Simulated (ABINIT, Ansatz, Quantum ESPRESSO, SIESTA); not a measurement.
**Code comparison for TiC (Fm-3m, 2 atoms in the cell)**

Self-consistent single point.

```yaml
crystal:
  lattice:
    - [0.00000, 2.17799, 2.17799]
    - [2.17799, 0.00000, 2.17799]
    - [2.17799, 2.17799, 0.00000]
  atoms:
    - { symbol: Ti, position: [0.00000, 0.00000, 0.00000] }
    - { symbol: C, position: [0.50000, 0.50000, 0.50000] }
```

Shared settings, as Ansatz (a program for electronic structure) writes them: kpoints.mp_grid.grid = 6 6 6; scf.occupations.method = gaussian; scf.occupations.width = 0.0147 Ry. Potentials and cutoffs stand in the table.

```
code                                                                                                                                model  pressure (GPa)       cutoff
----------------  -----------------------------------------------------------------------------------------------------------------------  --------------  -----------
Quantum ESPRESSO                                                                         PBE, SSSP 1.1.2 precision (PBE) pseudopotentials           -3.84        65 Ry
Ansatz                                                                                                             PBE, default PAW files           -4.01      default
SIESTA            GGA PBE, numerical atomic orbitals DZP, PseudoDojo PBE standard norm-conserving potentials (rewritten from UPF to PSML)           -5.38  grid 400 Ry
ABINIT                                                           PBE, norm-conserving pseudopotentials (PseudoDojo nc-sr-05 PBE standard)           -3.74        84 Ry
```

On Ansatz's run: spin polarisation is off.

The spread over the programs that give each value: pressure within 1.64 GPa.

SIESTA uses small atom-centred bases, whose incompleteness enters pressures, forces and empty levels differently from a plane-wave cutoff. Ansatz's pressure is given at a fixed set of plane waves, as the other plane-wave codes print theirs; with its correction for the finite basis it is -3.75 GPa (the shift of 0.26 GPa shows how far the cutoff is from converged). In the pressure, SIESTA (by 1.54) lies more than 1 GPa from the median of the plane-wave programs.

On the base mesh (13 13 13) the same programs gave: Ansatz pressure -4.11 GPa; Quantum ESPRESSO pressure -3.94 GPa; ABINIT pressure -3.83 GPa; SIESTA pressure -5.40 GPa.

The starting cell has typed, rounded lattice constants, without a prior relaxation at this level. Its lattice was rescaled by a random factor within 2.5 % of one.

Left out of this page: GPAW and Elk (not drawn, or without a comparable value).

Keys are those of Ansatz 0.2.
